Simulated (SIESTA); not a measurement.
## A series of runs on Si5GeW10 (I422, 16 atoms in the cell)

```yaml
crystal:
  lattice:
    - [-4.85639, 4.85639, 2.50666]
    - [4.85639, -4.85639, 2.50666]
    - [4.85639, 4.85639, -2.50666]
  atoms:
    - { symbol: Si, position: [0.41866, 0.91866, 0.83732] }
    - { symbol: Si, position: [0.91866, 0.08134, 0.50000] }
    - { symbol: Si, position: [0.08134, 0.58134, 0.16268] }
    - { symbol: Si, position: [0.58134, 0.41866, 0.50000] }
    - { symbol: Si, position: [0.00000, 0.00000, 0.00000] }
    - { symbol: Ge, position: [0.50000, 0.50000, 0.00000] }
    - { symbol: W, position: [0.32239, 0.47457, 0.30258] }
    - { symbol: W, position: [0.47457, 0.17199, 0.15218] }
    - { symbol: W, position: [0.17199, 0.01981, 0.69742] }
    - { symbol: W, position: [0.01981, 0.32239, 0.84782] }
    - { symbol: W, position: [0.67761, 0.98019, 0.15218] }
    - { symbol: W, position: [0.52543, 0.67761, 0.69742] }
    - { symbol: W, position: [0.82801, 0.52543, 0.84782] }
    - { symbol: W, position: [0.98019, 0.82801, 0.30258] }
    - { symbol: W, position: [0.00000, 0.50000, 0.50000] }
    - { symbol: W, position: [0.50000, 0.00000, 0.50000] }
```

Base run A: GGA PBEsol, numerical atomic orbitals DZP, PseudoDojo PBEsol standard norm-conserving potentials (rewritten from UPF to PSML) (SIESTA), self-consistent single point.

Its settings: XC.functional = GGA; XC.authors = PBEsol; potentials = PseudoDojo PBEsol standard; PAO.BasisSize = DZP; PAO.EnergyShift = 0.005 Ry; MeshCutoff = 400 Ry; kgrid.MonkhorstPack = 6 6 6; OccupationFunction = FD; ElectronicTemperature = 0.1 eV; MaxSCFIterations = 150; SCF.Mixer.Method = Pulay; SCF.Mixer.Weight = 0.25; SCF.Mixer.History = 8; SCF.DM.Tolerance = 1.0E-04.

The starting cell comes from a database of computed structures (which also holds hypothetical and non-ambient phases and stackings), without a prior relaxation at this level. Spin polarisation is off. Values carry the incompleteness of an atom-centred basis. In the base run, with a pressure of about -5 GPa the cell is away from its equilibrium volume at this level.

ΔF is the free energy per atom less that of run A. 

| run | ElectronicTemperature | ΔF (meV/atom) | pressure (GPa) | largest force (eV/Å) | TS (meV/atom) |
|---|---|---|---|---|---|
| A | 0.1 eV | 0.00 | -4.79 | 0.121 | 18.7 |
| B | 0.002 eV | 8.9 | -4.94 | 0.128 | 0.0 |
| C | 0.01 eV | 8.8 | -4.94 | 0.132 | 0.2 |
| D | 0.025 eV | 8.4 | -4.93 | 0.135 | 1.0 |

Run D against A: The free energy rises by 8.4 meV/atom, the pressure goes from -4.79 to -4.93 GPa and the largest force goes from 0.121 to 0.135 eV/Å.

Run B against A: The free energy goes up by 8.9 meV/atom, the pressure goes from -4.79 to -4.94 GPa and the largest force goes from 0.121 to 0.128 eV/Å.

Run C against A: The free energy rises by 8.8 meV/atom, the pressure goes from -4.79 to -4.94 GPa and the largest force goes from 0.121 to 0.132 eV/Å.
